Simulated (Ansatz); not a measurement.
Band structure of ScPb₃ (I4/mmm, 4 atoms in the cell).

```xyz
4
Lattice="-2.2673 2.2673 5.5247 2.2673 -2.2673 5.5247 2.2673 2.2673 -5.5247" Properties=species:S:1:pos:R:3 pbc="T T T"
Sc     0.0000     0.0000     0.0000
Pb     0.0000     2.2673     2.7623
Pb     2.2673     0.0000     2.7623
Pb     0.0000     0.0000     5.5247
```

Method: LDA (PW92), PAW files made with PBE (plane waves; Ansatz, a program for electronic structure).

Settings: basis.ecutwfc = 420 eV; kpoints.mp_grid.grid = 7 7 7; hamiltonian.xc = lda; hamiltonian.pseudopotentials = {kind: paw} (the program's default PAW files); scf.occupations.method = gaussian; scf.occupations.width = 0.05 eV; kpoints.band_path.npoints = 8.

The starting cell comes from a database of computed structures (which also holds hypothetical and non-ambient phases and stackings), without a prior relaxation at this level. Spin-orbit coupling is off.

Levels in eV from the Fermi level, bands 23 to 30:
```tsv
point	23	24	25	26	27	28	29	30
Γ	-3.50	-1.66	-1.66	-0.53	0.46	0.46	1.21	1.48
X	-4.01	-3.37	-3.01	-1.03	-0.64	1.30	1.36	1.49
Y	-3.68	-3.41	-2.59	-0.93	-0.60	0.93	1.42	1.59
S	-2.82	-1.28	-1.23	-0.42	0.56	0.92	0.99	1.15
Z	-2.02	-2.02	-1.24	0.69	0.97	0.97	1.21	1.60
S1	-2.82	-1.28	-1.23	-0.42	0.56	0.92	0.99	1.15
N	-3.54	-1.10	-0.60	-0.11	-0.03	0.45	1.00	1.40
P	-4.19	-3.05	-2.39	-2.39	0.36	0.79	0.79	1.50
Y1	-3.68	-3.41	-2.59	-0.93	-0.60	0.93	1.42	1.59
```

Bands cross the Fermi level along this path, so the cell is metallic at this level.

Keys are those of Ansatz 0.2.
